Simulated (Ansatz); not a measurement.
Input and output of a relaxation of cell and atoms for Ta (Im-3m, 1 atom in the cell) (Ansatz, a first-principles code).

Method of the run: PBE (plane waves, PAW; Ansatz).

The change in words: atoms on their sites; basis.ecutwfc: 420 eV → 505 eV; relax: default → cell and atoms. Reference geometry:
```
Ta
1.0
   -1.65825     1.65825     1.65825
    1.65825    -1.65825     1.65825
    1.65825     1.65825    -1.65825
Ta
1
Cartesian
  0.00000   0.00000   0.00000
```

Reference input (self-consistent single point, DFT, PBE, plane waves, default PAW files): basis.ecutwfc = 420 eV; kpoints.mp_grid.grid = 14 14 14; hamiltonian.xc = pbe; hamiltonian.pseudopotentials = {kind: paw} (the program's default PAW files); scf.occupations.method = gaussian; scf.occupations.width = 0.1 eV. This run's input differs from it in these lines:

Ansatz 0.2 input:
```diff
@@ -8,3 +8,3 @@
 basis:
-  ecutwfc: 420.0
+  ecutwfc: 505.0
 kpoints:
@@ -20,2 +20,4 @@
     width: 0.1
+relax:
+  cell: {}
 output:
```

Log, with long lists cut:

```
   [... SCF lines of the steps left out ...]
relax step   1: F+E_penalty+E_count = -9932.26034918 eV  Δ(F+E_penalty+E_count) = +0.000e0 eV  max|allowed force component| = 0.000e0 eV/Å  Δτ_max = 0.0000 Å  P = +0.422 GPa  Ω = 18.239 Å³  (6 SCF iters, dr2 threshold 1.00e-7 eV, accepted)
relax step   2: F+E_penalty+E_count = -9932.25994141 eV  Δ(F+E_penalty+E_count) = +4.078e-4 eV  max|allowed force component| = 0.000e0 eV/Å  Δτ_max = 0.0000 Å  P = -1.256 GPa  Ω = 18.392 Å³  energy of the carried Pulay correction = -5.494e-6 eV  (3 [...]
relax step   3: F+E_penalty+E_count = -9932.26039748 eV  Δ(F+E_penalty+E_count) = -4.830e-5 eV  max|allowed force component| = 0.000e0 eV/Å  Δτ_max = 0.0000 Å  P = -0.004 GPa  Ω = 18.277 Å³  energy of the carried Pulay correction = -1.377e-6 eV  (5 [...]
relax step   4: F+E_penalty+E_count = -9932.26039843 eV  Δ(F+E_penalty+E_count) = -9.530e-7 eV  max|allowed force component| = 0.000e0 eV/Å  Δτ_max = 0.0000 Å  P = -0.004 GPa  Ω = 18.277 Å³  stress off target by 3.66e-3 GPa  SCF on the basis [...]
basis re-selected at this cell: Δ(F+E_penalty+E_count) = -9.530e-7 eV, ΔP = -0.000 GPa vs the last step
Stability not checked: this state was not tested for a lower state beside it, because too few of the mixer's solves of this state at the end of the SCF gave a …
Free energy (F): -9932.260398 eV
Internal energy: -9932.255879 eV  (E = F + TS)
E sigma→0 (E₀):  -9932.258139 eV
Entropy (-TS):   -0.004519 eV (-4.519 meV/atom)
Fermi energy:    18.331981 eV
--- Forces (eV/Å), atoms counted from 1 ---
  atom   1  Ta     0.00000000     0.00000000    -0.00000000
   [... lines left out ...]
to start a new deck from the relaxed geometry:
  cell:  # Å, volume = 18.2775 Å³
    - [-1.65940439721627, 1.65940439721627, 1.65940439721627]
    - [1.65940439721627, -1.65940439721627, 1.65940439721627]
    - [1.65940439721627, 1.65940439721627, -1.65940439721627]
  atoms:
    - { symbol: Ta, position: [0.0, 0.0, 0.0] }
```

The run converged. 

Summary of the result:
```
Quantity                                                                           Result
-----------------------------------------------  ----------------------------------------
Free energy E − TS (on the zero of these files)                             -9932.2604 eV
Fermi level (on the code's own zero)                                             18.33 eV
Pressure                                                                         0.00 GPa
Final cell                                       a = b = c = 2.874 Å, α = β = γ = 109.47°
Final volume per atom                                                            18.28 Å³
Relaxation steps                                                                        4
```

The starting cell has typed, rounded lattice constants, without a prior relaxation at this level. Its lattice was rescaled by up to half a per cent. Spin polarisation is off. The relaxation keeps the symmetry of its start, so its end need not be a minimum. Ansatz's pressure includes its estimate of the finite-basis (Pulay) stress.
